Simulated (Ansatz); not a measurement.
**Electron-phonon data for Al (Fm-3m)**

Given:

```yaml
crystal:
  lattice:
    - [0.00000, 2.00538, 2.00538]
    - [2.00538, 0.00000, 2.00538]
    - [2.00538, 2.00538, 0.00000]
  atoms:
    - { symbol: Al, position: [0.00000, 0.00000, 0.00000] }
```

The numbers are results of PBEsol, DFPT electron-phonon coupling, linearised Boltzmann equation (plane waves, PAW, scalar-relativistic; Ansatz, an electronic-structure program), not measurements. Geometry: relaxed with this functional, without spin-orbit coupling.

The resistivity at 300 K comes out as 2.3 μΩ·cm, the resistivity at 77 K is 0.182 μΩ·cm and the electron mean free path at 300 K (weighted by the current that each state carries) is 23 nm. The resistivity times mean free path for one path shared by all states (from the Fermi surface's area) is 5.1 ×10⁻¹⁶ Ω·m² and the electron-phonon coupling λ comes out as 0.40. The transport coupling λ_tr comes out as 0.33 and the logarithmic mean phonon energy is 25 meV. The density of states at the Fermi level comes out as 0.200 states/(eV·spin·cell), the drude plasma energy is 12.4 eV and the Hall coefficient at 300 K comes out as -2.7 ×10⁻¹¹ m³/C. The Tc for μ* = 0.10 (anisotropic Eliashberg) comes out as 1.22 K and the Tc for μ* = 0.13 (anisotropic Eliashberg) comes out as below 1 K.

A metal at this level (no band gap). Only scattering by harmonic phonons is included (no impurities, grain boundaries, electron-electron scattering or thermal expansion). Spin-orbit coupling is left out. The run warned that the eigensolver left some states short of its tolerance. Halving the electron mesh (36x36x36) moves the resistivity by up to 2 % at 300 K, the mean free path by up to 2 %, the coupling by up to 1 %. Smearing 0.20 eV; phonons on a 6x6x6 q mesh, which this run doesn't test and which matters most at low temperature. Tc comes from the anisotropic Migdal-Eliashberg equations with μ*, a chosen number, referred to 29 meV.
